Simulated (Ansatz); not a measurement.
## SiO2: uniaxial stress, 0.5 GPa tension along z

Take SiO2 (space group P3_121, No. 152; a = 4.949 Å, c = 5.442 Å) as the base. Axes: x lies along a and z along c of the hexagonal cell.

Perturbation: uniaxial stress, 0.5 GPa tension along z, with the cell and atoms free to relax against it.

All numbers come from Kohn–Sham DFT with the PBEsol functional, run in Ansatz (a program for electronic structure) with PAW and 420 eV plane waves, scalar-relativistic without spin-orbit coupling. k-mesh 8×8×6 (Γ-centred); smearing 0.05 eV (Fermi–Dirac).

The volume per atom grows by 0.056 Å³ to 12.88 Å³ and the space group remains P3_121 (No. 152). The shortest interatomic distance stays essentially unchanged (1.619 Å against 1.620 Å) and the energy hardly moves. The band gap is nearly the same (5.72 eV against 5.71 eV) and the gap character stays indirect, K → Γ. The smallest direct gap hardly moves (6.03 eV against 6.02 eV) and the width of the top valence band is still 0.57 eV. The electron mass is still 0.50 mₑ (at Γ) and the strain response (xx, yy, zz) amounts to (−0.05, −0.05, +0.54) %.

Final structure:

```
SiO2
1.0
    4.94674     0.00000     0.00000
   -2.47337     4.28401     0.00000
    0.00000     0.00000     5.47135
Si O
3 6
Direct
  0.47130   0.00000   0.83333
  0.00000   0.47130   0.16667
  0.52870   0.52870   0.50000
  0.41275   0.26548   0.71290
  0.73452   0.14727   0.04624
  0.85273   0.58725   0.37957
  0.14727   0.73452   0.95376
  0.26548   0.41275   0.28710
  0.58725   0.85273   0.62043
```

Effective masses come from finite differences of ±0.01 Å⁻¹. Stability under load was not tested beyond the relaxation.
